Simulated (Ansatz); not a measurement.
Start from InSe in the beta-GaS type structure (space group P6_3/mmc, No. 194; a = 4.0320 Å, c = 16.7626 Å; layered, stacked along the Cartesian z axis).

Perturbation: the cell is scaled by 1.0562 in all directions, atoms relaxed at fixed cell.

Levels (all Ansatz, an electronic-structure program, PAW, earlier PAW set): PBE-D3(BJ) (420 eV, no SOC); r2SCAN (500 eV, without spin-orbit coupling); HSE06 (420 eV, scalar-relativistic without spin-orbit coupling); PBE+SOC (420 eV, spin-orbit coupling included).

One geometry, relaxed with PBE-D3(BJ), under each level:

| level | band gap |
|---|---|
| PBE-D3(BJ) | zero |
| r2SCAN | ___ |
| HSE06 | 0.61 eV |
| PBE+SOC | zero |

Give the withheld r2SCAN results.


- r2SCAN, band gap: 0.33 eV

Single points use the geometry relaxed with PBE-D3(BJ). The hybrid gap comes from the SCF mesh plus the semilocal run's edge points and a few special points and is an upper bound. Differences between runs with and without spin-orbit coupling are approximate. The cells carry an imposed strain or load. No phonon test of stability was made. The runs without spin-orbit coupling are not spin-polarised. Gaps under 0.05 eV, about the width of the smearing, are given as zero. A zero or small gap of InSe under isotropic strain +5.62 % can be the functional's error rather than a property of the material.
